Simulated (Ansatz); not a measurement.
The parent structure is Al₂Cu (space group I4/mcm, No. 140; a = 6.006 Å, c = 4.790 Å).

All numbers come from r2SCAN (Ansatz, an electronic-structure program; PAW; 500 eV plane waves; no spin-orbit coupling).

Base values:

The pressure is 0.0 GPa.

One thing is altered: an isotropic linear strain of +4.43 %, atoms relaxed at fixed cell.

**Question.** Predict the new largest internal atomic displacement, energy relative to the base and pressure.

**Answer.** The largest internal atomic displacement is 0.012 Å; the energy rises by 77 meV/atom; the pressure (mean of the normal stresses, compression positive) goes from zero to -11.0 GPa.

Stability against distortions was not tested. The final runs are not spin-polarised.
